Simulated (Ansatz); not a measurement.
Take BaHfO₃ in the cubic perovskite structure (space group Pm-3m, No. 221; a = 4.158 Å) as the base.

Calculations: PBEsol, PAW, 420 eV (Ansatz, an electronic-structure program; scalar-relativistic without spin-orbit coupling).

One change was made to it. Results:

The electron mass (degenerate bands, along [100]) goes from 0.33, 0.33, 2.2 mₑ (at Γ) to 0.31, 0.31, 2.2 mₑ (at Γ); the gap character becomes direct at Γ (base: indirect, R → Γ); the band gap grows by 0.08 eV, from 3.58 eV to 3.66 eV; the lattice parameter a shrinks by 0.0723 Å to 4.085 Å.

Problem. Which change produced these results?
A) pressure 0.7 GPa
B) pressure 10 GPa
C) pressure −1 GPa

Solution. B, pressure 10 GPa. For comparison, the band gap in the other runs: pressure 0.7 GPa gives 3.59 eV; pressure −1 GPa gives 3.57 eV.

Spin-orbit coupling, missing from the scalar runs, can matter with Hf. Load acts through the strain it causes; cell and atoms are relaxed under it. Masses are band curvatures over ±0.01 Å⁻¹ around the edge. No phonon test of stability was made. No other phases were tried under pressure. The base started in P4mm and relaxed to Pm-3m at this level.
